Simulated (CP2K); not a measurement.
Input and output of a self-consistent single point for Mo2WSe2S4 (P3m1, 9 atoms in the cell) (CP2K).

Level of theory: PBEsol, GPW, DZVP-MOLOPT-SR-GTH basis, GTH-PBE potentials (GTH_POTENTIALS) in CP2K 2026.2.

```
Mo2W(SeS2)2
1.0
    3.23291     0.00000     0.00000
   -1.61645     2.79978     0.00000
    0.00000     0.00000    30.20289
Mo W Se S
2 1 2 4
Direct
  0.00000   0.00000   0.11286
  0.33333   0.66667   0.34824
  0.00000   0.00000   0.57988
  0.33333   0.66667   0.05627
  0.33333   0.66667   0.16936
  0.00000   0.00000   0.39962
  0.33333   0.66667   0.52829
  0.33333   0.66667   0.63146
  0.00000   0.00000   0.29686
```

Reference input (self-consistent single point, DFT PBEsol, GPW, DZVP-MOLOPT-SR-GTH basis, GTH-PBE potentials (GTH_POTENTIALS)): CUTOFF = 500 Ry; REL_CUTOFF = 40 Ry; KPOINTS/SCHEME = MONKHORST-PACK 8 8 1; GAMMA_CENTERED = T; XC_FUNCTIONAL = PBE:PBESOL; Mo/BASIS_SET = DZVP-MOLOPT-SR-GTH-q14; Mo/POTENTIAL = GTH-PBE-q14; W/BASIS_SET = DZVP-MOLOPT-SR-GTH-q14; W/POTENTIAL = GTH-PBE-q14; Se/BASIS_SET = DZVP-MOLOPT-SR-GTH-q6; Se/POTENTIAL = GTH-PBE-q6; S/BASIS_SET = DZVP-MOLOPT-SR-GTH-q6. This run's input differs from it in these lines:

```diff
@@ -35,4 +35,3 @@
     &KPOINTS
-      SCHEME MONKHORST-PACK 8 8 1
-      GAMMA_CENTERED T
+      SCHEME MONKHORST-PACK 7 7 1
     &END KPOINTS
```

Log, with long lists cut:

```
 SCF WAVEFUNCTION OPTIMIZATION

  Step     Update method      Time    Convergence         Total energy    Change
     1 NoMix/Diag. 0.30E+00      -     1.40492065      -265.3110086312 -2.65E+02
     2 Broy./Diag. 0.30E+00      -     0.29487191      -268.4580993102 -3.15E+00
     3 Broy./Diag. 0.30E+00      -     0.08696137      -264.5325059801  3.93E+00
     4 Broy./Diag. 0.30E+00      -     0.02752204      -264.6573243381 -1.25E-01
     5 Broy./Diag. 0.30E+00      -     0.02011961      -264.1008387205  5.56E-01
     6 Broy./Diag. 0.30E+00      -     0.00430234      -264.2466745190 -1.46E-01
   [... 12 lines left out ...]
    19 Broy./Diag. 0.30E+00      -     0.00000768      -264.3030212606 -3.00E-05
    20 Broy./Diag. 0.30E+00      -     0.00000318      -264.3030051157  1.61E-05
    21 Broy./Diag. 0.30E+00      -     0.00000111      -264.3030084803 -3.36E-06
    22 Broy./Diag. 0.30E+00      -     0.00000085      -264.3030081993  2.81E-07
  *** SCF run converged in    22 steps ***

  Overlap energy of the core charge distribution:               0.00000000213091
  Self energy of the core charge distribution:               -496.09880744895969
  Core Hamiltonian energy:                                    110.29038958037414
  Hartree energy:                                             157.80689428736440
  Exchange-correlation energy:                                -36.30148462017078

  Total energy:                                              -264.30300819926100

                     Mulliken Population Analysis

 #  Atom  Element  Kind  Atomic population                           Net charge
       1     Mo       1         14.226470                             -0.226470
       2     Mo       1         14.770756                             -0.770756
   [... lines left out ...]

 STRESS| Analytical stress tensor [bar]
 STRESS|                        x                   y                   z
 STRESS|      x       -2.79142353635E+04  -8.88811107390E+00  -2.84098626242E-05
 STRESS|      y       -8.88811107390E+00  -2.79244179783E+04  -6.31039984014E-03
 STRESS|      z       -2.84098626242E-05  -6.31039984014E-03  -1.93712250604E+04
 STRESS| 1/3 Trace                                            -2.50699594674E+04
```

The run converged in 22 iterations. Against the reference run the free energy stays essentially unchanged (within 1 meV/atom), the pressure hardly changes (-2.50 to -2.51 GPa), the largest force hardly changes (0.339 to 0.341 eV/Å) and the gap on the mesh goes from 1.020 to 1.186 eV.

The starting cell comes from a database of computed structures (which also holds hypothetical and non-ambient phases and stackings), without a prior relaxation at this level. Spin-orbit coupling is off. Values carry the incompleteness of an atom-centred basis. The potentials were made for another functional than the one used. Another mesh or the band path of this cell gives a smaller gap, so this value is not converged in the mesh.

Cost on one core of a shared machine: roughly 2 min.
